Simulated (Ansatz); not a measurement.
## Ansatz run on Cu3AsSe4 (I-42m, 8 atoms in the cell): self-consistent single point

Method: LDA (PW92), default PAW files made with PBE (plane waves; Ansatz, a first-principles code).

The input file:

Ansatz 0.2 input:
```yaml
# Cu3AsSe4
crystal:
  lattice:
    - [-2.771401, 2.771401, 5.508510]
    - [2.771401, -2.771401, 5.508510]
    - [2.771401, 2.771401, -5.508510]
  atoms:
    - { symbol: Cu, position: [0.250000, 0.750000, 0.500000] }
    - { symbol: Cu, position: [0.750000, 0.250000, 0.500000] }
    - { symbol: Cu, position: [0.500000, 0.500000, 0.000000] }
    - { symbol: As, position: [0.000000, 0.000000, 0.000000] }
    - { symbol: Se, position: [0.875090, 0.382610, 0.000000] }
    - { symbol: Se, position: [0.617390, 0.617390, 0.492480] }
    - { symbol: Se, position: [0.382610, 0.875090, 0.000000] }
    - { symbol: Se, position: [0.124910, 0.124910, 0.507520] }
basis:
  ecutwfc: 420.0
kpoints:
  mp_grid: { grid: [4, 4, 4] }
hamiltonian:
  xc: lda
  pseudopotentials: { kind: paw }
scf:
  occupations: { method: fermi_dirac, width: 0.1 }
output:
  forces: true
  eigenvalues: true
  stress: true
```

Output (repeated stretches shortened):

```
WARN ansatz: RAYON_NUM_THREADS=1 ignored (pool sized by the plan → 1); use --threads N
Pseudopotentials: kind: paw
Pseudopotential: Cu, paw, valence charge 19
Pseudopotential: As, paw, valence charge 15
Pseudopotential: Se, paw, valence charge 16
Crystal: 8 atoms, lattice volume = 169.236 Å³
Basis set: ecut = 420 eV, 3331 PW (Γ)
Bands: 82, of which v1, the nominal top of the filled ones, is band 68 counted from 1 (67 counted from 0)
Symmetry: 8 space group operations
Space group: I-42m (ITA 121), of the structure as read, at distance tolerance 5.5e-5 Å
k-points: 13 of 64 (time reversal used)
PAW frozen core: Cu, regenerated for the run's functional, and the local potential with it
PAW frozen core: As, regenerated for the run's functional, and the local potential with it
PAW frozen core: Se, regenerated for the run's functional, and the local potential with it
Initial density: superposition of atomic densities (neutral atoms: chi_scale 0, normalization atom), corrected by the library's trained network
Initial wavefunctions: pseudopotential atomic-orbital guess
Eigensolver: davidson
Functional: x = slater, c = lda
SCF iter   1: F=—  HF=-45974.825984 eV  |F-HF|=—  |Δ(HF+E_count)|=         —  Δρ=1.36e-2  dr2=1.68e-1  ethr=1.77e-3  ⟨swp⟩=5.4  Hψ=3750  notcnv=0  defer=26
all-band conjugate gradients solve this SCF's bands
preconditioner: auto → LDOS
SCF iter   2: F=—  HF=-45974.855052 eV  |F-HF|=—  |Δ(HF+E_count)|=   2.91e-2  Δρ=1.51e-2  dr2=2.07e-1  ethr=1.24e-4  ⟨swp⟩=2.0  Hψ=2242  notcnv=0  defer=59
SCF iter   3: F=—  HF=-45974.801408 eV  |F-HF|=—  |Δ(HF+E_count)|=   5.36e-2  Δρ=5.17e-3  dr2=2.73e-2  ethr=1.24e-4  ⟨swp⟩=2.0  Hψ=2014  notcnv=0  defer=59
SCF iter   4: F=—  HF=-45974.796159 eV  |F-HF|=—  |Δ(HF+E_count)|=   5.25e-3  Δρ=1.54e-3  dr2=2.53e-3  ethr=2.01e-5  ⟨swp⟩=2.0  Hψ=1390  notcnv=0  defer=38
SCF iter   5: F=—  HF=-45974.795632 eV  |F-HF|=—  |Δ(HF+E_count)|=   5.26e-4  Δρ=3.23e-4  dr2=1.23e-4  ethr=1.86e-6  ⟨swp⟩=2.0  Hψ=1245  notcnv=0  defer=38
SCF iter   6: F=—  HF=-45974.795606 eV  |F-HF|=—  |Δ(HF+E_count)|=   2.67e-5  Δρ=3.46e-5  dr2=1.15e-6  ethr=9.05e-8  ⟨swp⟩=2.0  Hψ=1295  notcnv=0  defer=38
SCF iter   7: F=—  HF=-45974.795537 eV  |F-HF|=—  |Δ(HF+E_count)|=   6.84e-5  Δρ=1.43e-5  dr2=1.76e-7  ethr=8.47e-10  ⟨swp⟩=2.1  Hψ=1866  notcnv=0  defer=38
SCF iter   8: F=-45974.795537 eV  HF=-45974.795537 eV  |F-HF|=8.49e-9  |Δ(HF+E_count)|=   1.99e-8  Δρ=4.20e-6  dr2=1.27e-8  ethr=7.35e-11  ⟨swp⟩=9.1  Hψ=4781  notcnv=0
SCF 1 converged in 8 iterations: F = -45974.795537 eV  dr2 = 1.27e-8
SCF converged after 8 iterations
Free energy (F): -45974.795537 eV
Harris-Foulkes:  -45974.795537 eV  (|F-HF|=8.49e-9)
Internal energy: -45974.707239 eV  (E = F + TS)
E sigma→0 (E₀):  -45974.751388 eV
Entropy (-TS):   -0.088298 eV (-11.037 meV/atom)
Fermi energy:    9.091185 eV
--- Per-component energies (eV) ---
  E_band       = -3270.319250
  E_kinetic    = 1479.480920
  E_local      = -27736.432469  (includes V_loc(G=0)·N_el)
  E_nonlocal   = -1820.330349
  E_hartree    = 12962.325723
  E_xc         = -757.549319
  E_vxc        = -816.251866  (∫ρ·V_xc dr)
  E_paw        = -13855.657000  (= ΣΔE_a)
  E_vpaw       = -301.422287  (= ΣTr[D̂ρ^β])
  E_aug_tail   = -0.001687  (compensation charges beyond the density's cutoff)
  E_ewald      = -16258.836719
  E_core_change = 12.293659  (= ΣΔE_core)
  E_smearing   = -0.088298  (= −TS)
  E_closure    = -0.000000  (closes the sum)
  Σ components = -45974.795537   (vs F -45974.795537, Δ=0.00e0)
--- Forces (eV/Å), atoms counted from 1 ---
  atom   1  Cu    -0.00000000     0.00000000     0.00000000
  atom   2  Cu     0.00000000    -0.00000000     0.00000000
  atom   3  Cu    -0.00000000    -0.00000000    -0.00000000
  atom   4  As    -0.00000000     0.00000000    -0.00000000
  atom   5  Se     0.19582896    -0.19582896     0.18141726
  atom   6  Se    -0.19582896    -0.19582896    -0.18141726
  atom   7  Se    -0.19582896     0.19582896     0.18141726
  atom   8  Se     0.19582896     0.19582896    -0.18141726
  max |Σ_I F_I| component: 5.55e-17 eV/Å
--- Stress (GPa, compression-positive) ---
       -2.780633       0.000000       0.000000
        0.000000      -2.780633      -0.000000
        0.000000       0.000000      -2.711574
  P = ⅓ Tr σ = -2.7576 GPa (-27.576 kbar)
  The stress holds the Pulay correction. Without it, at fixed plane waves, as pw.x and ABINIT print it: P = -2.8035 GPa
--- Band table (eV; the first three rows and the last of 13) ---
  k-point 0: bands = ["-102.3715", "-102.3715", "-102.3497", "-60.2599", "-60.2292", "-60.2292", "-60.2291", "-60.2291", "-60.1500", "-60.1500", "-60.1421", "-60.1421", "-39.2677", "-39.2676", "-39.2674", "-39.2674", "-39.2207", "-39.2207", [...]
  k-point 1: bands = ["-102.3715", "-102.3715", "-102.3497", "-60.2599", "-60.2292", "-60.2292", "-60.2291", "-60.2291", "-60.1500", "-60.1500", "-60.1421", "-60.1421", "-39.2677", "-39.2676", "-39.2675", "-39.2674", "-39.2207", "-39.2206", [...]
  k-point 2: bands = ["-102.3715", "-102.3715", "-102.3497", "-60.2599", "-60.2292", "-60.2292", "-60.2291", "-60.2291", "-60.1500", "-60.1500", "-60.1421", "-60.1421", "-39.2677", "-39.2675", "-39.2675", "-39.2675", "-39.2207", "-39.2207", [...]
  k-point 12: bands = ["-102.3715", "-102.3715", "-102.3496", "-60.2599", "-60.2292", "-60.2292", "-60.2291", "-60.2291", "-60.1500", "-60.1500", "-60.1421", "-60.1421", "-39.2679", "-39.2674", "-39.2674", "-39.2674", "-39.2208", "-39.2206", [...]
```

The run converged in 8 iterations.

The starting cell comes from a database of computed structures (which also holds hypothetical and non-ambient phases and stackings), without a prior relaxation at this level. Its lattice was rescaled by up to half a per cent. Spin polarisation is off. Ansatz's pressure includes its estimate of the finite-basis (Pulay) stress. The run gives no clean gap (levels at the Fermi energy touch, overlap or are partly filled at this smearing), which alone does not show that the compound is a metal.
